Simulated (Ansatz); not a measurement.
Input and output of a self-consistent single point for TePb2Se (R3m, 4 atoms in the cell) (Ansatz, an electronic-structure program).

Level of theory: LDA (PW92), default PAW files made with PBE (plane waves; Ansatz).

The change in words: lattice scaled by 0.98; kpoints.mp_grid.grid: 7 7 7 → 19 19 19. Reference geometry:
```
CELL_PARAMETERS angstrom
      2.23586     1.29088     7.29832
     -2.23586     1.29088     7.29832
      0.00000    -2.58175     7.29832
ATOMIC_POSITIONS crystal
  Te 0.50228 0.50228 0.50228
  Pb 0.74470 0.74470 0.74470
  Pb 0.25530 0.25530 0.25530
  Se 0.00000 0.00000 0.00000
```

Reference input (self-consistent single point, DFT, LDA (PW92), plane waves, default PAW files made with PBE): basis.ecutwfc = 420 eV; kpoints.mp_grid.grid = 7 7 7; hamiltonian.xc = lda; hamiltonian.pseudopotentials = {kind: paw} (the program's default PAW files); scf.occupations.method = fixed. This run's input differs from it in these lines:

Ansatz 0.2 input:
```diff
@@ -3,9 +3,9 @@
   lattice:
-    - [2.23586400, 1.29087700, 7.29832200]
-    - [-2.23586400, 1.29087700, 7.29832200]
-    - [0.00000000, -2.58175400, 7.29832200]
+    - [2.19114700, 1.26505900, 7.15235600]
+    - [-2.19114700, 1.26505900, 7.15235600]
+    - [0.00000000, -2.53011900, 7.15235600]
   atoms:
-    - { symbol: Te, position_ang: [-0.00000000, 0.00000000, 10.99749110] }
-    - { symbol: Pb, position_ang: [0.00000000, 0.00000000, 16.30509360] }
-    - { symbol: Pb, position_ang: [-0.00000000, 0.00000000, 5.58987240] }
+    - { symbol: Te, position_ang: [-0.00000000, -0.00000050, 10.77754194] }
+    - { symbol: Pb, position_ang: [-0.00000000, -0.00000074, 15.97899271] }
+    - { symbol: Pb, position_ang: [-0.00000000, -0.00000026, 5.47807529] }
     - { symbol: Se, position_ang: [0.00000000, 0.00000000, 0.00000000] }
@@ -15,3 +15,3 @@
   mp_grid:
-    grid: [7, 7, 7]
+    grid: [19, 19, 19]
 hamiltonian:
```

Log, with long lists cut:

```
SCF iter   1: F=—  HF=-35416.904253 eV  |F-HF|=—  |Δ(HF+E_count)|=         —  Δρ=4.29e-3  dr2=1.54e-2  ethr=1.77e-3  ⟨swp⟩=5.0  Hψ=83166  notcnv=0  defer=2335
all-band conjugate gradients solve this SCF's bands
preconditioner: auto → Resta (q_TF=auto, 2.434 Å⁻¹)
SCF iter   2: F=—  HF=-35416.896475 eV  |F-HF|=—  |Δ(HF+E_count)|=   7.78e-3  Δρ=2.26e-3  dr2=3.35e-3  ethr=2.56e-5  ⟨swp⟩=3.1  Hψ=43787  notcnv=0  defer=2670
SCF iter   3: F=—  HF=-35416.895542 eV  |F-HF|=—  |Δ(HF+E_count)|=   9.33e-4  Δρ=4.25e-4  dr2=3.39e-4  ethr=5.58e-6  ⟨swp⟩=2.0  Hψ=41253  notcnv=0  defer=2670
SCF iter   4: F=—  HF=-35416.895468 eV  |F-HF|=—  |Δ(HF+E_count)|=   7.34e-5  Δρ=1.65e-4  dr2=3.52e-5  ethr=5.65e-7  ⟨swp⟩=2.0  Hψ=43253  notcnv=0  defer=2593
SCF iter   5: F=—  HF=-35416.895467 eV  |F-HF|=—  |Δ(HF+E_count)|=   1.65e-6  Δρ=6.11e-5  dr2=5.69e-6  ethr=5.87e-8  ⟨swp⟩=2.0  Hψ=43260  notcnv=0  defer=1855
SCF iter   6: F=-35416.895464 eV  HF=-35416.895464 eV  |F-HF|=2.16e-8  |Δ(HF+E_count)|=   2.55e-6  Δρ=1.09e-5  dr2=8.92e-8  ethr=1.67e-10  ⟨swp⟩=10.8  Hψ=167861  notcnv=0
SCF 1 converged in 6 iterations: F = -35416.895464 eV  dr2 = 8.92e-8
Free energy (F): -35416.895464 eV
Internal energy: -35416.895464 eV  (E = F + TS)
E sigma→0 (E₀):  -35416.895464 eV
Fermi energy:    9.277314 eV
--- Forces (eV/Å), atoms counted from 1 ---
  atom   1  Te     0.00000000     0.00000000    -0.18815479
  atom   2  Pb     0.00000000     0.00000000    -0.02227493
  atom   3  Pb     0.00000000    -0.00000000     0.08357484
  atom   4  Se     0.00000000    -0.00000000     0.12684301
--- Stress (GPa, compression-positive) ---
        0.346706       0.000000      -0.000000
        0.000000       0.346706       0.000000
       -0.000000       0.000000       0.332270
  P = ⅓ Tr σ = 0.3419 GPa (3.419 kbar)
  The stress holds the Pulay correction. Without it, at fixed plane waves, as pw.x and ABINIT print it: P = 0.3160 GPa
```

The run converged in 6 iterations. Against the reference run the free energy drops by 13.2 meV/atom, the pressure goes from -2.58 to 0.34 GPa, the largest force goes from 0.143 to 0.188 eV/Å and the gap on the mesh goes from 0.534 to 0.365 eV.

The starting cell comes from a database of computed structures (which also holds hypothetical and non-ambient phases and stackings), without a prior relaxation at this level. Its lattice was rescaled by up to half a per cent. One atom was moved a little off its site on purpose. For this run, on top of that: lattice scaled by 0.98. Spin-orbit coupling is off. Ansatz's pressure includes its estimate of the finite-basis (Pulay) stress.

Cost on one core of a shared machine: roughly 4 min.
